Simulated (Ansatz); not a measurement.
Given:

```yaml
crystal:
  lattice:
    - [0.00000, 2.62426, 2.74306]
    - [2.62426, 0.00000, 2.74306]
    - [2.62426, 2.62426, 0.00000]
  atoms:
    - { symbol: Zn, position: [0.00000, 0.00000, 0.00000] }
    - { symbol: S, position: [0.25000, 0.25000, 0.25000] }
```

These are PBEsol with spin-orbit coupling, rigid bands (plane waves, PAW; Ansatz, an electronic-structure program) values and carry that method's errors. Condition of this run: biaxial stress xx = yy = 2 GPa (compression positive) (the target of the relaxation). How the cell was made: cell and atoms relaxed with PBEsol, then loaded as said.

Q: Predict the hole conductivity mass (n e² τ/σ) at 300 K, by direction if it differs.

A: 0.62 (x), 0.62 (y), 0.77 (z) mₑ.

Q: Predict the electron conductivity mass (n e² τ/σ) at 300 K, by direction if it differs.

A: 0.182 mₑ.

Q: And the band gap?

A: 2.07 eV at this level; semilocal functionals usually fall short of the measured gap.

Rigid bands, one relaxation time for all states, no polarons.
